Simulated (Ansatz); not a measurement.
Worked example: self-consistent single point of Ga (P1, 6 atoms in the cell) in Ansatz (an electronic-structure program).

Level of theory: LDA (PW92), default PAW files made with PBE (plane waves; Ansatz).

```yaml
crystal:
  lattice:
    - [-2.99241, 2.99241, 2.99241]
    - [2.99241, -2.99241, 2.99241]
    - [2.99241, 2.99241, -2.99241]
  atoms:
    - { symbol: Ga, position: [0.24616, 0.12495, 0.86966] }
    - { symbol: Ga, position: [0.87505, 0.25112, 0.13070] }
    - { symbol: Ga, position: [0.74938, 0.37593, 0.62647] }
    - { symbol: Ga, position: [0.63527, 0.75547, 0.38040] }
    - { symbol: Ga, position: [0.11786, 0.86889, 0.24464] }
    - { symbol: Ga, position: [0.37628, 0.62362, 0.74813] }
```

Reference input (self-consistent single point, DFT, LDA (PW92), plane waves, default PAW files made with PBE): kpoints.mp_grid.grid = 5 5 5; hamiltonian.xc = lda; hamiltonian.pseudopotentials = {kind: paw} (the program's default PAW files); scf.occupations.method = gaussian; scf.occupations.width = 0.01 Ry. This run's input differs from it in these lines:

Ansatz 0.2 input:
```diff
@@ -13,3 +13,3 @@
 kpoints:
-  mp_grid: { grid: [5, 5, 5] }
+  mp_grid: { grid: [4, 4, 4] }
 hamiltonian:
```

Log, with long lists cut:

```
SCF iter   1: F=—  HF=-22241.756686 eV  |F-HF|=—  |Δ(HF+E_count)|=         —  Δρ=6.22e-3  dr2=1.55e-2  ethr=1.77e-3  ⟨swp⟩=6.0  Hψ=5997  notcnv=0
all-band conjugate gradients solve this SCF's bands
preconditioner: auto → Kerker (q_TF=auto, 2.588 Å⁻¹)
SCF iter   2: F=—  HF=-22241.748987 eV  |F-HF|=—  |Δ(HF+E_count)|=   7.70e-3  Δρ=3.76e-3  dr2=6.12e-3  ethr=1.99e-5  ⟨swp⟩=1.2  Hψ=2229  notcnv=0
   [... lines left out ...]
SCF iter   5: F=—  HF=-22241.747711 eV  |F-HF|=—  |Δ(HF+E_count)|=   1.85e-5  Δρ=3.31e-4  dr2=5.99e-5  ethr=4.97e-8  ⟨swp⟩=2.0  Hψ=3022  notcnv=0
SCF iter   6: F=—  HF=-22241.747675 eV  |F-HF|=—  |Δ(HF+E_count)|=   3.59e-5  Δρ=1.22e-4  dr2=8.87e-6  ethr=4.97e-8  ⟨swp⟩=2.0  Hψ=2773  notcnv=0
SCF iter   7: F=—  HF=-22241.747668 eV  |F-HF|=—  |Δ(HF+E_count)|=   6.94e-6  Δρ=1.52e-5  dr2=1.63e-7  ethr=1.14e-8  ⟨swp⟩=2.0  Hψ=3020  notcnv=0
SCF iter   8: F=-22241.747668 eV  HF=-22241.747668 eV  |F-HF|=1.31e-7  |Δ(HF+E_count)|=   7.21e-8  Δρ=1.23e-5  dr2=8.53e-8  ethr=1.28e-10  ⟨swp⟩=7.6  Hψ=6829  notcnv=0
SCF 1 converged in 8 iterations: F = -22241.747668 eV  dr2 = 8.53e-8
Free energy (F): -22241.747668 eV
Internal energy: -22241.709908 eV  (E = F + TS)
E sigma→0 (E₀):  -22241.728788 eV
Entropy (-TS):   -0.037759 eV (-6.293 meV/atom)
Fermi energy:    9.752899 eV
--- Forces (eV/Å), atoms counted from 1 ---
  atom   1  Ga     0.01257490     0.07965141     0.01717597
  atom   2  Ga    -0.02802065    -0.05264692    -0.01389578
  atom   3  Ga    -0.00847703     0.00562022    -0.04116940
  atom   4  Ga     0.00795287    -0.07928210    -0.06838101
  atom   5  Ga    -0.03082101     0.04618888     0.07448359
  atom   6  Ga     0.04679168     0.00046825     0.03178695
--- Stress (GPa, compression-positive) ---
       -2.036275      -0.090084       0.113075
       -0.090084      -2.112288       0.008394
        0.113075       0.008394      -2.059544
  P = ⅓ Tr σ = -2.0694 GPa (-20.694 kbar)
  The stress holds the Pulay correction. Without it, at fixed plane waves, as pw.x and ABINIT print it: P = -2.0995 GPa
```

The run converged in 8 iterations. Against the reference run the free energy falls by 40.4 meV/atom, the pressure goes from -3.28 to -2.07 GPa and the largest force goes from 0.160 to 0.105 eV/Å.

The starting cell comes from a database of computed structures (which also holds hypothetical and non-ambient phases and stackings), without a prior relaxation at this level. Its atoms were displaced at random from the sites of space group no. 220. Ansatz's pressure includes its estimate of the finite-basis (Pulay) stress.
